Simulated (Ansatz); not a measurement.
Consider KMgF₃ in the cubic perovskite structure (space group Pm-3m, No. 221).

```yaml
crystal:
  lattice:
    - [3.99125, 0.00000, 0.00000]
    - [0.00000, 3.99125, 0.00000]
    - [0.00000, 0.00000, 3.99125]
  atoms:
    - { symbol: K, position: [0.50000, 0.50000, 0.50000] }
    - { symbol: Mg, position: [0.00000, 0.00000, 0.00000] }
    - { symbol: F, position: [0.00000, 0.50000, 0.00000] }
    - { symbol: F, position: [0.50000, 0.00000, 0.00000] }
    - { symbol: F, position: [0.00000, 0.00000, 0.50000] }
```

Method: Ansatz (an electronic-structure program) PBEsol, without spin-orbit coupling.

Before the change:

The electron mass is 0.51 mₑ (at Γ), the width of the top valence band comes out as 0.57 eV and the shortest interatomic distance comes out as 1.996 Å.

One thing is altered: a hydrostatic pressure of 5 GPa.

Task: Predict the new mean gap deformation potential ΔEg/Δln V, electron mass, width of the top valence band and shortest interatomic distance.

Result: The mean gap deformation potential ΔEg/Δln V amounts to -7.6 eV; the electron mass is still 0.51 mₑ (at Γ); the width of the top valence band grows by 0.038 eV to 0.60 eV; the shortest interatomic distance shrinks by 0.040 Å, from 1.996 Å to 1.956 Å.

Load acts through the strain it causes; cell and atoms are relaxed under it. Masses are band curvatures over ±0.01 Å⁻¹ around the edge. No phonon test of stability was made. Competing high-pressure phases were not computed.
